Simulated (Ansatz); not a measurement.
An Ansatz (a program for electronic structure) input (plane-wave PAW DFT at the r2SCAN level (Ansatz, 500 eV), spin-orbit coupling left out, earlier PAW set):

Ansatz 0.2 input:
```yaml
crystal:
  lattice:
    - [2.862301907, 0, 0]
    - [-0.9541006357, 2.6986041176, 0]
    - [0, 0, 22.0111791619]
  atoms:
    - { symbol: Ta, position: [0.25, 0.25, 0.3407359481] }
    - { symbol: Ta, position: [0.75, 0.75, 0.4469119827] }
    - { symbol: Ta, position: [1.25, 1.25, 0.5530880173] }
    - { symbol: Ta, position: [1.75, 1.75, 0.6592640519] }
basis: { ecutwfc: 500, ecutrho_ratio: 4, xc_grid: 4, fft_grid_basis: typed }
kpoints: { mp_grid: { grid: [17, 17, 1] } }
hamiltonian:
  xc: r2scan
  dispersion: none
  pseudopotentials: { azcp: { folder: ./paw }, kind: paw }
scf: { occupations: { method: fermi_dirac, width: 0.05 }, convergence: { dr2_threshold: 0.0000000004 } }
relax: { f_tol: 0.01, max_steps: 50 }
output: { forces: true, stress: true }
checkpoint: { write: state.ck, write_every: 1000 }
```

**Question.** Which symmetry and how many k-points will the program report, and about how many plane waves at Γ?

**Answer.** Space group Cmme (ITA 67) with 8 operations, k-points 81 of 289, and 4287 plane waves at Γ.

Stability against distortions was not tested. The final runs are not spin-polarised. The cell was made from Ta in the bcc (W type) structure (space group Im-3m, No. 229) by this change: a free-standing slab of 4 layers (4 atoms, 1 a layer) is cut normal to [110], with 15 Å of vacuum and the in-plane cell held at bulk.
